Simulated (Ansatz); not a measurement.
An Ansatz (a first-principles code) run: hypothetical P4_32_12 C; PBE, PAW, 420 eV (Ansatz; scalar-relativistic without spin-orbit coupling).

Input:

Ansatz 0.2 input:
```yaml
crystal:
  lattice:
    - [3.8019286856, 0, 0]
    - [0, 3.8019286856, 0]
    - [0, 0, 4.6810830916]
  atoms:
    - { symbol: C, position: [0.0756919187, 0.0756919187, 0] }
    - { symbol: C, position: [0.4243080813, 0.5756919187, 0.75] }
    - { symbol: C, position: [0.9243080813, 0.9243080813, 0.5] }
    - { symbol: C, position: [0.5756919187, 0.4243080813, 0.25] }
    - { symbol: C, position: [0.1666869567, 0.3791312339, 0.2164012228] }
    - { symbol: C, position: [0.1208687661, 0.6666869567, 0.9664012228] }
    - { symbol: C, position: [0.8333130433, 0.6208687661, 0.7164012228] }
    - { symbol: C, position: [0.8791312339, 0.3333130433, 0.4664012228] }
    - { symbol: C, position: [0.6666869567, 0.1208687661, 0.0335987772] }
    - { symbol: C, position: [0.6208687661, 0.8333130433, 0.2835987772] }
    - { symbol: C, position: [0.3333130433, 0.8791312339, 0.5335987772] }
    - { symbol: C, position: [0.3791312339, 0.1666869567, 0.7835987772] }
basis: { ecutwfc: 420, ecutrho_ratio: 4, xc_grid: 2, fft_grid_basis: typed }
kpoints: { mp_grid: { grid: [7, 7, 6] } }
hamiltonian:
  xc: pbe
  dispersion: none
  pseudopotentials: { kind: paw }
scf: { occupations: { method: fermi_dirac, width: 0.05 }, convergence: { dr2_threshold: 0.0000000012 } }
output: { forces: true, stress: true }
checkpoint: { write: state.ck, write_every: 1000 }
```

Output:

```
WARN ansatz: RAYON_NUM_THREADS=4 ignored (pool sized by the plan → 4); use --threads N
Pseudopotentials: kind: paw
Pseudopotential: C, paw, valence charge 4
Functional definition: PBE
Crystal: 12 atoms, lattice volume = 67.663 Å³
Basis set: ecut = 420 eV, 1311 PW (Γ), exchange–correlation on 54×54×64 points (8 copies of the dense FFT grid, shifted against one another)
Bands: 36, of which v1, the nominal top of the filled ones, is band 24 counted from 1 (23 counted from 0)
Symmetry: 8 space group operations
Space group: P43212 (ITA 96), of the structure as read, at distance tolerance 4.1e-5 Å
k-points: 40 of 294 (time reversal used)
Initial density: superposition of atomic densities (neutral atoms: chi_scale 0, normalization atom), corrected by the library's trained network
Initial wavefunctions: pseudopotential atomic-orbital guess
Eigensolver: davidson
Functional: x = pbe(κ = 0.804, μ = 0.2195149727645171), c = pbe(β = 0.06672455060314922)
SCF iter   1: F=—  HF=-2999.045711 eV  |F-HF|=—  |Δ(HF+E_count)|=         —  Δρ=9.14e-3  dr2=2.21e-2  ethr=1.77e-3  ⟨swp⟩=5.1  Hψ=6217  notcnv=0  defer=80
all-band conjugate gradients solve this SCF's bands
preconditioner: auto → Resta (q_TF=auto, 2.577 Å⁻¹)
SCF iter   2: F=—  HF=-2999.042771 eV  |F-HF|=—  |Δ(HF+E_count)|=   2.94e-3  Δρ=5.05e-3  dr2=6.82e-3  ethr=4.61e-5  ⟨swp⟩=1.0  Hψ=1761  notcnv=0  defer=129
SCF iter   3: F=—  HF=-2999.042039 eV  |F-HF|=—  |Δ(HF+E_count)|=   7.32e-4  Δρ=2.85e-4  dr2=2.84e-5  ethr=1.42e-5  ⟨swp⟩=2.0  Hψ=2177  notcnv=0  defer=129
SCF iter   4: F=—  HF=-2999.042138 eV  |F-HF|=—  |Δ(HF+E_count)|=   9.95e-5  Δρ=1.08e-4  dr2=3.74e-6  ethr=5.91e-8  ⟨swp⟩=2.9  Hψ=2176  notcnv=0  defer=129
SCF iter   5: F=—  HF=-2999.042138 eV  |F-HF|=—  |Δ(HF+E_count)|=   3.03e-7  Δρ=1.90e-5  dr2=1.71e-7  ethr=7.78e-9  ⟨swp⟩=2.2  Hψ=2039  notcnv=0  defer=129
SCF iter   6: F=—  HF=-2999.042138 eV  |F-HF|=—  |Δ(HF+E_count)|=   1.13e-8  Δρ=4.71e-6  dr2=7.98e-9  ethr=3.57e-10  ⟨swp⟩=2.0  Hψ=2079  notcnv=0  defer=129
SCF iter   7: F=-2999.042138 eV  HF=-2999.042138 eV  |F-HF|=7.41e-11  |Δ(HF+E_count)|=   3.14e-9  Δρ=5.24e-7  dr2=8.25e-11  ethr=2.50e-12  ⟨swp⟩=5.0  Hψ=4679  notcnv=0
SCF 1 converged in 7 iterations: F = -2999.042138 eV  dr2 = 8.25e-11
SCF converged after 7 iterations
Free energy (F): -2999.042138 eV
Harris-Foulkes:  -2999.042138 eV  (|F-HF|=7.41e-11)
Internal energy: -2999.042138 eV  (E = F + TS)
E sigma→0 (E₀):  -2999.042138 eV
Fermi energy:    14.818788 eV
--- Per-component energies (eV) ---
  E_band       = 226.978897
  E_kinetic    = 1088.772908
  E_local      = -673.134712  (includes V_loc(G=0)·N_el)
  E_nonlocal   = 319.805493
  E_hartree    = 144.332798
  E_xc         = -580.905339
  E_vxc        = -721.168414  (∫ρ·V_xc dr)
  E_paw        = -1187.510021  (= ΣΔE_a)
  E_vpaw       = -75.962093  (= ΣTr[D̂ρ^β])
  E_aug_tail   = 0.000099  (compensation charges beyond the density's cutoff)
  E_ewald      = -2110.403364
  E_smearing   = -0.000000  (= −TS)
  E_closure    = 0.000000  (closes the sum)
  Σ components = -2999.042138   (vs F -2999.042138, Δ=0.00e0)
  [band-id]    e_kinetic+e_local+e_nonlocal+2·e_hartree+e_vxc+e_vpaw+e_augmentation_tail = 226.978876   (vs E_band 226.978897, Δ=-2.13e-5)
--- Forces (eV/Å), atoms counted from 1 ---
  atom   1  C      0.00002045     0.00002045    -0.00000000
  atom   2  C     -0.00002045     0.00002045     0.00000000
  atom   3  C     -0.00002045    -0.00002045    -0.00000000
  atom   4  C      0.00002045    -0.00002045     0.00000000
  atom   5  C      0.00008617     0.00003737    -0.00018166
  atom   6  C     -0.00003737     0.00008617    -0.00018166
  atom   7  C     -0.00008617    -0.00003737    -0.00018166
  atom   8  C      0.00003737    -0.00008617    -0.00018166
  atom   9  C      0.00008617    -0.00003737     0.00018166
  atom  10  C     -0.00003737    -0.00008617     0.00018166
  atom  11  C     -0.00008617     0.00003737     0.00018166
  atom  12  C      0.00003737     0.00008617     0.00018166
  max |Σ_I F_I| component: 1.08e-16 eV/Å
--- Stress (GPa, compression-positive) ---
       -0.000604       0.000000       0.000000
        0.000000      -0.000604       0.000000
        0.000000       0.000000      -0.000347
  P = ⅓ Tr σ = -0.0005 GPa (-0.005 kbar)
  The stress holds the Pulay correction. Without it, at fixed plane waves, as pw.x and ABINIT print it: P = -0.9781 GPa
  The stress includes an estimate of the error left by incomplete SCF convergence (largest component -0.0001 GPa).
--- Band table ---
  band table: none
```

Whether these cells are dynamically stable was not tested. The cell is C (space group P4_32_12, No. 96; a hypothetical phase, not in the database extracts checked).
